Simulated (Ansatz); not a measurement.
**Co2Si under a change: pressure 4.2 GPa**

The parent structure is Co₂Si (space group Pnma, No. 62; a = 4.8833 Å, b = 3.7111 Å, c = 7.0417 Å; ferromagnetic).

Perturbation: cell and atoms relaxed at a pressure of 4.2 GPa.

Method: plane-wave PAW DFT at the PBE level (Ansatz, a quantum-chemistry and plane-wave program, 420 eV), no spin-orbit coupling. Settings: 8×10×6 k-points, 0.05 eV Fermi–Dirac smearing.

```json
[
 {"quantity": "volume per atom", "base": "10.63 Å³", "changed": "10.44 Å³", "shift": "-0.19 Å³"},
 {"quantity": "density", "base": "7.60 g/cm³", "changed": "7.74 g/cm³", "shift": "+0.14 g/cm³"},
 {"quantity": "shortest interatomic distance", "base": "2.291 Å", "changed": "2.281 Å", "shift": "-0.010 Å"},
 {"quantity": "enthalpy H = E + PV relative to the base's energy", "base": "–", "changed": "+0.28 eV/atom", "shift": "–"},
 {"quantity": "band gap", "base": "zero", "changed": "zero", "shift": "–"},
 {"quantity": "magnetic state", "base": "ferromagnetic", "changed": "ferromagnetic", "shift": "–"},
 {"quantity": "largest site moment", "base": "0.43 μB", "changed": "0.37 μB", "shift": "-0.06 μB"}
]
```

Final structure:

```
Co2Si
1.0
    4.84463     0.00000     0.00000
    0.00000     3.69145     0.00000
    0.00000     0.00000     7.00614
Co Si
8 4
Direct
  0.53741   0.25000   0.78193
  0.03741   0.25000   0.71807
  0.46259   0.75000   0.21807
  0.96259   0.75000   0.28193
  0.17320   0.25000   0.06494
  0.67320   0.25000   0.43506
  0.82680   0.75000   0.93506
  0.32680   0.75000   0.56494
  0.70081   0.25000   0.10533
  0.20081   0.25000   0.39467
  0.29919   0.75000   0.89467
  0.79919   0.75000   0.60533
```

Other magnetic orders, which the real material may have, were not ruled out. Load acts through the strain it causes; cell and atoms are relaxed under it. Stability against distortions was not tested.
